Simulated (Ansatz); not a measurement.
The starting structures come from a database of crystals and need not be the phases stable at ambient conditions.

By PBEsol, the system below comes out a metal.

Without scattering a metal conducts by its projected Fermi surface.

Data:

```yaml
crystal:
  lattice:
    - [4.89261, 0.00000, 0.00000]
    - [0.00000, 6.16142, 0.00000]
    - [2.44630, 0.00000, 4.23712]
  atoms:
    - { symbol: Sc, position: [0.00000, 0.00000, 0.00000] }
    - { symbol: Sc, position: [0.00000, 0.50000, 0.00000] }
    - { symbol: Sc, position: [0.33333, 0.25000, 0.33333] }
    - { symbol: Sc, position: [0.66667, 0.75000, 0.66667] }
    - { symbol: Al, position: [0.33333, 0.75000, 0.33333] }
    - { symbol: Al, position: [0.66667, 0.25000, 0.66667] }
```

Space group of this cell: P6_3/mmc. The cell is taken as given; by PBEsol its mean pressure is -2.0 GPa.

The current flows along the normal of the first two printed cell vectors, the (100) plane of the conventional cell. No spin-orbit coupling; the value is a mean over 0.1 eV about the Fermi level.

Problem. Give the ballistic conductance per area that PBEsol in Ansatz (a quantum-chemistry and plane-wave program) yields.

Solution. 0.42 × 10¹⁵ S/m² for both spins.
